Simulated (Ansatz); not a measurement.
An ideal cubic perovskite cell is held by its symmetry; such compounds can tilt or shift off centre at room temperature.

```
CELL_PARAMETERS angstrom
      4.00768     0.00000     0.00000
      0.00000     4.00768     0.00000
      0.00000     0.00000     4.00768
ATOMIC_POSITIONS crystal
  Ba 0.50000 0.50000 0.50000
  Ti 0.00000 0.00000 0.00000
  O  0.50000 0.00000 0.00000
  O  0.00000 0.50000 0.00000
  O  0.00000 0.00000 0.50000
```

Space group of this cell: Pm-3m, cubic perovskite. The cell is taken as given; by r2SCAN its mean pressure is -1.8 GPa.

The numbers are results of r2SCAN (plane waves, PAW; Ansatz, an electronic-structure program), not measurements.

The current runs along the normal of the first two printed vectors; no spin-orbit coupling. Scaled by the factor s: both lengths across the current (ions clamped). Meshes 8×8×8 and 8×8 across the current in all rows.

| s | mean pressure (GPa) | band gap (eV) |
|---|---|---|
| 0.98 | 5.9 | ? |
| 1.00 | -1.8 | 2.15 |
| 1.02 | -8.0 | 2.01 |

### Question
Take the slope of the band gap against ln s from the two given rows, extrapolate to s = 0.98, and say what the run there gives.

### Answer
Slope = (2.01 − 2.15) / ln 1.02 = -7.07 eV. The line gives 2.15 + (-7.07) × ln 0.98 = 2.29 eV. The run gives 2.20 eV, 0.09 eV under the line, 65 % of the predicted step.
